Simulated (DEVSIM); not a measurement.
Device: Ti/SiO2/n-Si capacitor, at 300 K.

```
layer (left to right)  material  thickness (nm)  Nd (cm⁻³)
---------------------  --------  --------------  ---------
1                          SiO2            29.0          -
2                            Si            7300     6.2e15
```

Metal gate on the left, work function 4.33 eV. Fixed charge at the semiconductor interface -4.5e10 cm⁻² (in units of +e); interface traps 1e11 cm⁻² eV⁻¹, uniform in energy, neutral level at 0.3 of the gap above the valence band.

This is a model device: material constants are rounded textbook-type values typed into the input, and sizes, dopings and lifetimes were drawn at random. Values at 300 K.

```csv
parameter,SiO2,Si
gap (eV),9,1.124
affinity (eV),0.9,4.05
permittivity,3.9,11.7
Nc (cm⁻³),-,2.86e19
Nv (cm⁻³),-,3.1e19
```

Model (solved in DEVSIM): 1D Poisson equation in equilibrium, Boltzmann statistics, complete ionisation; no quantum confinement or tunnelling. Metal contacts follow the ideal Schottky-Mott rule: no Fermi-level pinning, no interface dipoles.

### Question
Tabulate band edges, carrier densities and field at -2.7 V on the gate.

### Answer
Energies count from the Fermi level of the right contact; mesh points crowd at the junctions.

| x (μm) | Ec (eV) | Ev (eV) | n (cm⁻³) | p (cm⁻³) | field (V/cm) |
|---|---|---|---|---|---|
| 0.000 | 6.130 | -2.870 | < 1e2 | < 1e2 | -660000 |
| 0.001760 | 6.015 | -2.985 | < 1e2 | < 1e2 | -660000 |
| 0.005968 | 5.739 | -3.261 | < 1e2 | < 1e2 | -660000 |
| 0.01498 | 5.148 | -3.852 | < 1e2 | < 1e2 | -660000 |
| 0.02558 | 4.454 | -4.546 | < 1e2 | < 1e2 | -660000 |
| 0.02825 | 4.279 | -4.721 | < 1e2 | < 1e2 | -660000 |
| 0.02958 | 1.069 | -0.055 | < 1e2 | 3.7e18 | -180000 |
| 0.03395 | 1.020 | -0.104 | 210 | 5.6e17 | -77000 |
| 0.04361 | 0.967 | -0.157 | 1600 | 7.1e16 | -44000 |
| 0.06858 | 0.872 | -0.252 | 63000 | 1.8e15 | -35000 |
| 0.1331 | 0.668 | -0.456 | 1.7e8 | 6.8e11 | -29000 |
| 0.3966 | 0.246 | -0.878 | 2.1e15 | 54000 | -4500 |
| 0.9803 | 0.218 | -0.906 | 6.2e15 | 19000 | ≈ 0 |
| 2.488 | 0.218 | -0.906 | 6.2e15 | 19000 | ≈ 0 |
| 5.765 | 0.218 | -0.906 | 6.2e15 | 19000 | ≈ 0 |
| 6.703 | 0.218 | -0.906 | 6.2e15 | 19000 | ≈ 0 |
| 7.088 | 0.218 | -0.906 | 6.2e15 | 19000 | ≈ 0 |
| 7.236 | 0.218 | -0.906 | 6.2e15 | 19000 | ≈ 0 |
| 7.303 | 0.218 | -0.906 | 6.2e15 | 19000 | ≈ 0 |
| 7.320 | 0.218 | -0.906 | 6.2e15 | 19000 | ≈ 0 |
| 7.326 | 0.218 | -0.906 | 6.2e15 | 19000 | ≈ 0 |
| 7.329 | 0.218 | -0.906 | 6.2e15 | 19000 | ≈ 0 |
